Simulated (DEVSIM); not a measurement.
System: abrupt Si p-n junction, at 300 K.

Layer 1 from the left is Si, thickness (μm) 4.80, Na (cm⁻³) 5.5e17, τn (s) 1.9e-5, τp (s) 1.9e-5. Layer 2 from the left is Si, thickness (μm) 0.820, Nd (cm⁻³) 7.7e17, τn (s) 1.9e-5, τp (s) 1.9e-5.

Left contact: ohmic. Right contact: ohmic. Voltage is applied to the left contact. Recombination: SRH at mid-gap. Mobility is constant in doping.

Constants are typed, rounded textbook-type inputs, not results; the design itself was drawn at random and stands for no fabricated device. Values at 300 K.

Si: gap (eV) 1.124, affinity (eV) 4.05, permittivity 11.7, Nc (cm⁻³) 2.86e19, Nv (cm⁻³) 3.1e19, μn (cm²/Vs) 1417, μp (cm²/Vs) 470.

Model (solved in DEVSIM): 1D drift-diffusion, Boltzmann statistics, complete ionisation; no tunnelling, impact ionisation, image-force lowering or self-heating.

Q: What does the simulation give for the potential step across the device at zero bias, the dark forward voltage at 100 A/cm², the dark forward voltage at 1 A/cm², the largest field in the device at zero bias?

A: potential step across the device at zero bias 0.926 V; dark forward voltage at 100 A/cm² 0.787 V; dark forward voltage at 1 A/cm² 0.667 V; largest field in the device at zero bias 290000 V/cm.
